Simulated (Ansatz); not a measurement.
The structure below was relaxed with PBEsol (Ansatz, a program for electronic structure, PAW, no SOC), at pressure 4.5 GPa.

```yaml
crystal:
  lattice:
    - [0.00000, 2.88216, 2.88216]
    - [2.88216, 0.00000, 2.88216]
    - [2.88216, 2.88216, 0.00000]
  atoms:
    - { symbol: In, position: [0.00000, 0.00000, 0.00000] }
    - { symbol: P, position: [0.25000, 0.25000, 0.25000] }
```

Find the space group and the Wyckoff positions.

Space group F-43m (No. 216); a = 5.7643 Å, b = 5.7643 Å, c = 5.7643 Å, α = 90.00°, β = 90.00°, γ = 90.00°

| atom | site | symmetry | x | y | z |
|---|---|---|---|---|---|
| In | 4a | -43m | 0.0000 | 0.0000 | 0.0000 |
| P | 4d | -43m | 0.7500 | 0.7500 | 0.7500 |

Describe the coordination.

The crystal has 8 atoms in its conventional cell. Lattice parameters: a = 5.7643 Å, b = 5.7643 Å, c = 5.7643 Å, α = 90.00°, β = 90.00°, γ = 90.00°. In has 4 P at 2.496 Å (tetrahedral). P has 4 In at 2.496 Å (tetrahedral). (Neighbours: up to the widest gap in distance over summed covalent radii, below 1.35, at either atom; cation-cation and far metal-metal contacts left out.)

Load acts through the strain it causes; cell and atoms are relaxed under it. Stability against distortions was not tested. Tetrahedral semiconductors of this kind turn to denser phases somewhere between about 1 and 50 GPa; those were not computed, so compressed cells here can lie past the real transition. The cell was made from InP in the zinc blende structure (space group F-43m, No. 216) by this change: pressure 4.5 GPa.
